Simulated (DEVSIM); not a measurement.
Structure: Schottky contact on n-type GaAs, at 350 K.

Layer 1 from the left is GaAs, thickness (μm) 0.450, Nd (cm⁻³) 1.1e16, τn (s) 3.2e-9, τp (s) 3.2e-9.

Left contact: Schottky, work function 4.96 eV, emission velocity 2.1e6 cm/s. Right contact: ohmic. Voltage is applied to the left contact. Recombination: SRH at mid-gap, radiative, Auger. Mobility is μmin + (μ − μmin)/(1 + (N/Nref)^α).

Constants are typed, rounded textbook-type inputs, not results; the design itself was drawn at random and stands for no fabricated device. Values at 300 K; Nc and Nv go as T^1.5, mobilities as T to minus their exponent, the gap by Varshni's rule with the affinity fixed.

GaAs: gap (eV) 1.424, affinity (eV) 4.07, permittivity 12.9, Nc (cm⁻³) 4.7e17, Nv (cm⁻³) 9e18, μn (cm²/Vs) 8500, μp (cm²/Vs) 400, μn,min 500, μp,min 20, Nref,n 6e16, Nref,p 1.5e17, αn 0.39, αp 0.38, T exponent of μn 2.1, T exponent of μp 2.2, B (cm³/s) 2e-10, Cn (cm⁶/s) 1e-30, Cp (cm⁶/s) 1e-30, Varshni α (eV/K) 0.000541, Varshni β (K) 204.

Simulated with DEVSIM: 1D drift-diffusion, Boltzmann statistics, complete ionisation; no tunnelling, impact ionisation, image-force lowering or self-heating. Metal contacts follow the ideal Schottky-Mott rule: no Fermi-level pinning, no interface dipoles.

Dark forward current:

```tsv
|V| (V)	|J| (A/cm²)
0.05	1.473e-7
0.10	8.606e-7
0.15	4.479e-6
0.20	2.318e-5
0.25	0.0001206
0.30	0.0006298
0.35	0.003296
0.40	0.01726
0.45	0.09041
0.50	0.4734
0.55	2.476
0.60	12.91
0.65	66.56
0.70	328.8
0.75	1399
0.80	4306
```

Work out the local ideality factor n = ΔV / (kT/q · ln(J2/J1)) between the rows 0.15 and 0.20 V, 0.40 and 0.45 V, 0.75 and 0.80 V.

kT/q = 30.16 mV. From 0.15 to 0.20 V: ln(2.318e-5/4.479e-6) = 1.644, n = 1.01, near the 1 of diffusion or emission over a barrier. From 0.40 to 0.45 V: ln(0.09041/0.01726) = 1.656, n = 1.00, near the 1 of diffusion or emission over a barrier. From 0.75 to 0.80 V: ln(4306/1399) = 1.124, n = 1.47; the layers' resistance at their doping, Σ W/(qμN) = 6.1e-6 Ω cm², would take 18 mV of this step of 50 mV.

Estimate the current at 0.40 V for emission alone, J0 = q v N_band exp(−φB/kT), and read the barrier back from the simulated current.

φB = 0.890 eV, N_band = 5.92e17 cm⁻³, J0 = 3.05e-8 A/cm²; J = J0 (exp(qV/kT) − 1) = 0.0175 A/cm². The simulation gives 0.0173 A/cm²; the estimate lies 1.5 % above. Read backwards, the simulated current gives an apparent barrier of 0.890 eV. The estimate leaves out transport through the depletion region and minority injection.
